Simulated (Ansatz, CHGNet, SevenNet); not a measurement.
**PbSb2Te4 (R-3m, No. 166, 7 atoms in the cell; start mp-31507): properties by level of theory**

| level (code) | lattice constant a (Å) | lattice parameter c (Å) | formation enthalpy (eV/atom) |
|---|---|---|---|
| CHGNet 0.3.0 | 4.447 | 44.896 | -0.430 |
| SevenNet-0 | 4.429 | 42.516 | -0.226 |
| PBEsol (Ansatz) | 4.347 | 41.097 | -0.184 |

Caveats: the energies of CHGNet 0.3.0 can hold anion corrections fitted to measured formation enthalpies (CHGNet 0.3.0); the relaxation could not lower the start's symmetry, so the cell can be a saddle point above a distorted one (CHGNet 0.3.0, SevenNet-0, PBEsol). Ansatz's density-functional and Hartree–Fock values are scalar-relativistic unless marked +SOC, with PAW data made under PBE.

A start named mp-… is a Materials Project structure, which need not be a measured phase.

Ansatz is an electronic-structure program.
